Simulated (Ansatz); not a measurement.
**What pressure −1 GPa does to BAs**

The parent structure is BAs in the zinc blende structure (space group F-43m, No. 216; a = 4.768 Å).

Now apply this change: hydrostatic tension (pressure −1 GPa).

Method: Kohn–Sham DFT with the PBEsol functional, run in Ansatz (an electronic-structure program) with PAW and 420 eV plane waves, spin-orbit coupling left out. Settings: 12×12×12 k-points, 0.05 eV Fermi–Dirac smearing.

- Lattice parameter a: 4.779 Å (base 4.768 Å)
- Shortest interatomic distance: 2.069 Å (base 2.065 Å)
- Band gap: 1.09 eV (base 1.08 eV)
- Gap character: indirect, Γ → Γ–X (82 % along) (base indirect, Γ → Γ–X (82 % along))
- Smallest direct gap: 3.24 eV (base 3.25 eV)
- Electron mass: 1.1 mₑ along k, 0.21 mₑ across (off the special points) (base 1.1 mₑ along k, 0.21 mₑ across (off the special points))
- Hole mass (degenerate bands, along [100]): 0.22, 0.23, 0.23 mₑ (at Γ) (base 0.23 mₑ (at Γ))

Load acts through the strain it causes; cell and atoms are relaxed under it. Effective masses come from finite differences of ±0.01 Å⁻¹. Along k means along the line from Γ to the band edge. No phonon test of stability was made.
